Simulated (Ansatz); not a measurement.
## Converging the plane-wave cutoff: MnCuO2 (Cm, 4 atoms in the cell)

```
MnCuO2
1.0
    2.77368    -1.43915     0.00000
    2.77368     1.43915     0.00000
   -1.41114     0.00000     5.67229
Mn Cu O
1 1 2
Direct
  0.00224   0.00224   0.00881
  0.50000   0.50000   0.50000
  0.59504   0.59504   0.82003
  0.40496   0.40496   0.17997
```
Moments meant for the start (each program seeds them in its own way; μB, in the order of the atoms Mn Cu O O): 4.0 0.0 0.0 0.0.

Method: LDA (PW92)+U, default PAW files made with PBE (plane waves; Ansatz, a quantum-chemistry and plane-wave program).

Base settings: basis.ecutwfc = 420 eV; kpoints.mp_grid.grid = 7 7 3; hamiltonian.xc = lda; hamiltonian.pseudopotentials = {kind: paw} (the program's default PAW files); hamiltonian.hubbard.sites = [{species: Mn, l: d, u_eff: 3.9}] eV; hamiltonian.hubbard.projectors = ortho-atomic; magnetization.spin_polarized = true; scf.occupations.method = gaussian; scf.occupations.width = 0.1 eV.

The second cell is the first with its lattice scaled by 0.98.

The mesh stays at the base's, so the ladder's end is converged at best in this setting alone.

The first pressure column holds Ansatz's estimate of the finite-basis (Pulay) stress, which hides part of the cutoff error; the other is without it.

Only quantities that move along the ladder and can be compared are tabulated.

These are the values that this program gave, and no reference: magnets with a U can end in a higher state.

The count of work is k-points × plane waves × bands × iterations; it is no time. 

The starting cell comes from a database of computed structures (which also holds hypothetical and non-ambient phases and stackings), without a prior relaxation at this level. Its lattice was rescaled by up to half a per cent. One atom was moved a little off its site on purpose. With one magnetic atom in the cell only a parallel order is possible. With U or open f shells several self-consistent states can exist. In the base run, forces exceed 1 eV/Å.

Steps (basis.ecutwfc): 145 eV; 170 eV; 190 eV; 210 eV; 230 eV; 250 eV; 295 eV; 335 eV; 380 eV; 420 eV; 460 eV; 505 eV; 565 eV; 630 eV; 735 eV; 840 eV; 1010 eV.

### Question
What is the coarsest basis.ecutwfc that holds the pressure without the Pulay estimate within 0.5 GPa of the last step, with all finer ones?

### Answer
460 eV, at 0.31 of the last step's count of work; the step before is off by 0.75 GPa.

### Question
What is the coarsest basis.ecutwfc that holds the free energy within 5 meV/atom of the last step, with all finer ones?

### Answer
460 eV, at 0.31 of the last step's count of work; the step before is off by 6.1 meV/atom.

### Question
What is the coarsest basis.ecutwfc that holds the energy of the compressed cell less the first within 2 meV/atom of the last step, with all finer ones?

### Answer
335 eV, at 0.20 of the last step's count of work; the step before is off by 2.3 meV/atom.

```csv
basis.ecutwfc,free energy less the last step's (meV/atom),energy of the compressed cell less the first (meV/atom),pressure (GPa),pressure without the Pulay estimate (GPa),largest difference of a force vector from the last step's (eV/Å),count of work / last
145 eV,53035.04,526.74,30.11,-2291.58,5.774,0.049
170 eV,23942.16,341.22,37.30,-1180.17,4.060,0.075
190 eV,12770.55,163.63,21.62,-699.34,2.035,0.088
210 eV,6805.15,85.82,8.53,-416.29,1.574,0.10
230 eV,3647.11,-4.77,-0.52,-249.85,1.389,0.11
250 eV,1925.51,11.69,-3.19,-148.34,0.868,0.13
295 eV,445.28,9.92,-3.14,-44.59,0.121,0.17
335 eV,113.37,11.53,-2.45,-14.95,0.023,0.20
380 eV,23.52,12.25,-2.38,-5.31,0.009,0.23
420 eV,6.13,12.29,-2.37,-3.12,0.002,0.27
460 eV,2.18,12.29,-2.35,-2.54,0.001,0.31
505 eV,1.30,12.30,-2.35,-2.39,0.001,0.43
565 eV,1.02,12.28,-2.36,-2.38,0.001,0.42
630 eV,0.77,12.26,-2.36,-2.38,0.000,0.50
735 eV,0.51,12.24,-2.36,-2.38,0.000,0.62
840 eV,0.26,12.23,-2.37,-2.39,0.000,0.76
1010 eV,0.00,12.22,-2.37,-2.37,0.000,1.0
```

The energy difference between the two cells stays within 1 meV/atom of the last step's from 335 eV on, the total only from 630 eV on: much of the error is common to both cells and cancels.

At the lowest cutoff the pressure without the Pulay estimate lies 2290 GPa under the last step's, the usual sign of Pulay stress in an incomplete plane-wave basis.

Keys are those of Ansatz 0.2.
